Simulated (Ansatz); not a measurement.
Results of PBE in Ansatz (PAW) for B20 (FeSi-type) MnSi.

Numerical settings: plane-wave cutoff 520 eV, 12×12×12 k mesh, Fermi–Dirac smearing 0.05 eV, spin-polarised with parallel moments, scalar-relativistic PAW data made under PBE.

Cell (measured lattice):

```yaml
crystal:
  lattice:
    - [4.55980, 0.00000, 0.00000]
    - [0.00000, 4.55980, 0.00000]
    - [0.00000, 0.00000, 4.55980]
  atoms:
    - { symbol: Mn, position: [0.86481, 0.63519, 0.36481], spin: 1.2 }
    - { symbol: Mn, position: [0.36481, 0.86481, 0.63519], spin: 1.2 }
    - { symbol: Mn, position: [0.13519, 0.13519, 0.13519], spin: 1.2 }
    - { symbol: Mn, position: [0.63519, 0.36481, 0.86481], spin: 1.2 }
    - { symbol: Si, position: [0.15541, 0.34459, 0.65541] }
    - { symbol: Si, position: [0.65541, 0.15541, 0.34459] }
    - { symbol: Si, position: [0.84459, 0.84459, 0.84459] }
    - { symbol: Si, position: [0.34459, 0.65541, 0.15541] }
```

Question: Predict the magnetic moment (largest site, within a sphere).

Answer: 
* **magnetic moment (largest site, within a sphere)**: 1.01 μB

The run finds no gap.

Note: the collinear magnetic order is the start's and need not be the measured one; cell and atoms aren't relaxed at this level (largest force component 0.02 eV/Å, pressure -5.3 GPa).

Spins in the cell block are starting values.

Moments are spin moments.

Static lattice: no zero-point or thermal effects.

Cost on a shared machine: around 70 core-seconds (rough).

Ansatz is a quantum-chemistry and plane-wave program.
